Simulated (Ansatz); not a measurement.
Polymorphs of KBr, PBEsol, rigid bands in Ansatz (an electronic-structure program); geometry: cell and atoms relaxed with PBEsol.
- Pm-3m, primitive cell of 2: a = 3.9330 Å, b = 3.9330 Å, c = 3.9330 Å, α = 90.00°, β = 90.00°, γ = 90.00°
- Fm-3m, primitive cell of 2: a = 4.6313 Å, b = 4.6313 Å, c = 4.6313 Å, α = 60.00°, β = 60.00°, γ = 60.00°

```tsv
Space group	volume per atom (Å³)	band gap	electron conductivity mass	Seebeck coefficient, n-type 1e19 cm⁻³
Pm-3m	30.4	3.96 eV	___	-165 μV/K
Fm-3m	35.1	4.34 eV	___	-180 μV/K
```

Question: Fill in the missing entries.

Answer: 
- Pm-3m, electron conductivity mass: 0.33 mₑ
- Fm-3m, electron conductivity mass: 0.38 mₑ

Masses are for dilute carriers at 300 K, harmonic means over directions unless an axis is named. Seebeck coefficients are for the stated density at 300 K, with one relaxation time for all states and whether or not that doping can be reached. Spin-orbit coupling is left out.

Computed structure with no diffraction record at hand here (it may be known, metastable or hypothetical): KBr (Pm-3m).
